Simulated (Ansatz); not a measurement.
Take SiC (space group P6_3mc, No. 186) as the base.

```xyz
12
Lattice="3.0790 0.0000 0.0000 -1.5395 2.6665 0.0000 0.0000 0.0000 15.1071" Properties=species:S:1:pos:R:3 pbc="T T T"
Si     0.0000     0.0000    15.1044
Si     0.0000     0.0000     7.5508
Si     1.5395     0.8888    12.5857
Si     0.0000     1.7776     5.0321
Si     1.5395     0.8888     2.5169
Si     0.0000     1.7776    10.0705
C      0.0000     0.0000    13.2107
C      0.0000     0.0000     5.6571
C      1.5395     0.8888    10.6974
C      0.0000     1.7776     3.1438
C      1.5395     0.8888     0.6286
C      0.0000     1.7776     8.1821
```

Method: plane-wave PAW DFT at the PBEsol level (Ansatz, a program for electronic structure, 420 eV), no spin-orbit coupling, earlier PAW set.

Before the change:

Pressure: 0.00 GPa

The change: an isotropic linear strain of −4.96 %, atoms relaxed at fixed cell.

Estimate the effect on the pressure.

The pressure (mean of the normal stresses, compression positive) goes from zero to 45.44 GPa.

What happens to the energy relative to the base?

The energy grows by 184 meV/atom.

Whether these cells are dynamically stable was not tested.
